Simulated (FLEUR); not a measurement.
A self-consistent single point of Tl (P6_3/mmc, 2 atoms in the cell) with FLEUR.

Computed with PBE, all-electron FLAPW (FLEUR), scalar-relativistic valence in FLEUR.

The change in words: lattice scaled by 0.98. Reference geometry:
```yaml
crystal:
  lattice:
    - [3.56519, 0.00000, 0.00000]
    - [-1.78259, 3.08754, 0.00000]
    - [0.00000, 0.00000, 5.75610]
  atoms:
    - { symbol: Tl, position: [0.33333, 0.66667, 0.25000] }
    - { symbol: Tl, position: [0.66667, 0.33333, 0.75000] }
```

Reference input (self-consistent single point, DFT, PBE, all-electron FLAPW (FLEUR), scalar-relativistic valence): Kmax = 3.8 1/bohr; GmaxXC = 15.2 1/bohr; xcFunctional = pbe; jspins = 1; l_soc = F; mode = hist; fermiSmearingEnergy = 0.00183747 Htr; mesh (inpgen div1-3) = 9 9 5; inpgen gamma flag = false; Gmax = 15.2 1/bohr; numbands = 0; maxIterBroyd = 40. This run's input differs from it in these lines:

```diff
@@ -3,5 +3,5 @@
 &input film=f /
-6.7372284912 0.0000000955 0.0000000000
--3.3686143283 5.8346109767 0.0000000000
-0.0000000000 0.0000000000 10.8774582151
+6.6024835419 0.0000000764 0.0000000000
+-3.3012418371 5.7179184371 0.0000000000
+0.0000000000 0.0000000000 10.6599091642
 1.0
@@ -43,5 +43,5 @@
          <bravaisMatrix>
-            <row-1>    6.7372284911999998     0.0000000955000000     0.0000000000000000</row-1>
-            <row-2>   -3.3686143283000001     5.8346109766999996     0.0000000000000000</row-2>
-            <row-3>    0.0000000000000000     0.0000000000000000    10.8774582151000008</row-3>
+            <row-1>    6.6024835418999999     0.0000000764000000     0.0000000000000000</row-1>
+            <row-2>   -3.3012418371000001     5.7179184370999998     0.0000000000000000</row-2>
+            <row-3>    0.0000000000000000     0.0000000000000000    10.6599091642000001</row-3>
          </bravaisMatrix>
```

Output, abridged:

```
 Iteration:     1   Distance:       5.81513206 me/bohr^3
 Iteration:     2   Distance:       5.42846076 me/bohr^3
 Iteration:     3   Distance:       1.40970750 me/bohr^3
 Iteration:     4   Distance:       0.28828513 me/bohr^3
 Iteration:     5   Distance:       0.35640099 me/bohr^3
   [... 3 lines left out ...]
 Iteration:     9   Distance:       0.00053943 me/bohr^3
 Iteration:    10   Distance:       0.00016058 me/bohr^3
 Iteration:    11   Distance:       0.00006964 me/bohr^3
 Iteration:    12   Distance:       0.00000232 me/bohr^3
 Run finished successfully
 Stop message:
   Structural relaxation: Done

[file out, last iteration]
             iter=     13
[...]
          total density-effective poten   -7.2083345865E+04
          total charge density-energy d   -7.6404555319E+02
 Updated energy parameters for spin:           1
[...]
 fermi energy and band-weighting factors:

[...]
FERMIE:
          first approx. to ef    (T=0)  :   0.260398 htr   (energy of the highest occ. eigenvalue)
          number of occ. states  (T=0)  :        469
          first approx. to seigv (T=0)  :  -2.503924 htr
          sum of weights of occ. states :  13.014815
          sum of semicore charge        :   0.000000 e
FERHIS:  Fermi-Energy by histogram:
          bandgap                     :   0.000323 htr
   [... lines left out ...]
          charge neutrality (T=0)     :   0.029630    (zero if the highest occ. eigenvalue is "entirely" occupied)
     EF_NEWTON:  Adjust Fermi-Energy by Newton-Method.
 Direct bandgap for spin            1 :    3.8401878474953022E-002  Htr
   [... lines left out ...]
 ---->    (input%tkb*entropy) TS=              0.0005497974 htr
 ---->    free energy=                    -40577.8398007519 htr
      extrapolation for T->0
 ---->    total electron energy=          -40577.8395258533 htr
 ***** TOTAL FORCES ON ATOMS *****
 TOTAL FORCE FOR ATOM TYPE=  1  X=  3.301   Y= -1.906   Z=  2.665
                       FX_TOT= 0.000000 FY_TOT= 0.000000 FZ_TOT= 0.000000
 Structural relaxation: Done
```

The run converged in 12 iterations. FLEUR gives forces in its relaxation mode, with a further iteration, so its stop message speaks of a relaxation. Against the reference run the free energy goes up by 9.3 meV/atom.

The starting cell comes from a database of computed structures (which also holds hypothetical and non-ambient phases and stackings), without a prior relaxation at this level. Its lattice was rescaled by a random factor within 2.5 % of one. For this run, on top of that: lattice scaled by 0.98. Spin-orbit coupling is off. Values depend on the basis (sphere radii, cutoffs, local orbitals), which need not be converged. The log's line on a gap gives a spacing of levels on this mesh, which the program prints for metals too.
